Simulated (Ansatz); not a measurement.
Base system: BAs in the zinc blende structure (space group F-43m, No. 216; a = 4.784 Å). Axes: x, y, z lie along the cube axes.

The values are results of Ansatz (an electronic-structure program), r2SCAN, PAW, cutoff 500 eV, scalar-relativistic without spin-orbit coupling, not measurements.

It is then changed as follows: every lattice vector is stretched by 1.50 %; the atoms relax in the strained cell.

Task: Predict the stress tensor and what it implies for the stiffness.

Result: Stress of the strained cell less that of the base (GPa, compression positive):
```
  -5.74    0.00    0.00
   0.00   -5.74    0.00
   0.00    0.00   -5.74
```

Then B = −ΔP/(ΔV/V₀) with ΔV/V₀ = 0.0457 gives secant stiffness values (nonlinear terms included at this strain): B ≈ 126 GPa.

As a check, the harmonic strain energy −½ V₀ Δσ:ε is 11 meV/atom; the computed energy rise is 12 meV/atom.

No phonon test of stability was made.
